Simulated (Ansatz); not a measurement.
Start from TaO₂ in the rutile structure (space group P4_2/mnm, No. 136; a cell from a computed database, its experimental status unchecked).

```
TaO2
1.0
    4.94977     0.00000     0.00000
    0.00000     4.94977     0.00000
    0.00000     0.00000     2.85208
Ta O
2 4
Direct
  0.00000   0.00000   0.50000
  0.50000   0.50000   0.00000
  0.71334   0.28666   0.50000
  0.28666   0.71334   0.50000
  0.21334   0.21334   0.00000
  0.78666   0.78666   0.00000
```

Levels (all Ansatz, a program for electronic structure, PAW): PBEsol (420 eV, no spin-orbit coupling); PBEsol+SOC (420 eV, with spin-orbit coupling).

The geometry is relaxed with PBEsol.

PBEsol pressure: 0.0 GPa

**Question.** Predict the pressure from PBEsol+SOC.

**Answer.** The pressure goes from zero to -0.2 GPa.

Single points use the geometry relaxed with PBEsol. Differences between runs with and without spin-orbit coupling are approximate. Whether these cells are dynamically stable was not tested. No Hubbard U is applied, and correlation can decide whether such a compound is a metal. The runs without spin-orbit coupling are not spin-polarised.
